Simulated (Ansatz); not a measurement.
**Amorphous In₂₄O₃₉Y₂**

Preparation: random packing, a CHGNet melt and quench, and a DFT relaxation. O atoms were pushed apart under 1.9 Å during the dynamics, to hinder bonds among them. The hot cell started wider than the set density and was brought back towards it in steps. It is the lowest in DFT energy of 2 quenches. It is a model cell: composition and starting density were chosen by hand, and all elements were melted together. No dispersion term was used.

Methods: PBE, scalar-relativistic without spin-orbit coupling (Ansatz, an electronic-structure program); r2SCAN, scalar-relativistic without spin-orbit coupling (Ansatz); HSE06, scalar-relativistic without spin-orbit coupling (Ansatz). Geometry, pressure, stress and energy are those of the PBE run. Its sampling: a 2×2×2 Γ-centred mesh; Fermi-Dirac width 0.02 eV; no spin polarisation. Other functionals are single points at the zone centre (r2SCAN at 500 eV; exact exchange cut at the cell's faces), free to take moments where seeds were set. At PBE the levels at the filled edge of the gap are localised (band-tail or defect states).

The number of atoms in the cell comes out as 65 and the density (volume relaxed, without dispersion) comes out as 6.40 g/cm³. The volume per atom is 14.20 Å³ and the pressure on a 2×2×2 Γ-centred mesh is 0.10 GPa. The largest force and stress component on that mesh (the relaxation ran on the zone centre alone) comes out as 0.06 eV/Å and 0.2 GPa. The level gap on a 2×2×2 Γ-centred mesh (PBE) is 0.59 eV. The level gap at the zone centre (PBE) is 0.63 eV, the level gap at the zone centre (r2SCAN) is 1.05 eV and the level gap at the zone centre (HSE06) is 1.98 eV.

Cut-offs for bonds: In-In 3.12 Å, In-O 2.72 Å, In-Y 3.43 Å, O-O 1.58 Å, O-Y 2.82 Å, Y-Y 3.74 Å. Two cations that share two anions don't count as bonded, nor two that share one unless they lie closer than In-In 3.04 Å, In-Y 3.34 Å, Y-Y 3.64 Å.

```yaml
Mean coordination of In by anions: 5.46 (13 with 5, 11 with 6)
Mean coordination of O: 3.69 (14 with 3, 23 with 4, 2 with 5)
Mean coordination of Y by anions: 6.50 (1 with 6, 1 with 7)
Mean In-O bond: 2.211 Å (spread 0.119 Å, 131 counted)
Mean O-Y bond: 2.341 Å (spread 0.103 Å, 13 counted)
```

Its density started from a set value of 6.39 g/cm³. The quench (nominally 280 K/ps over its main leg) was far faster than any real one, so the model tends to hold more defects than a real film. Values belong to this one cell and scatter from quench to quench. Volume and shape were free in the relaxation.
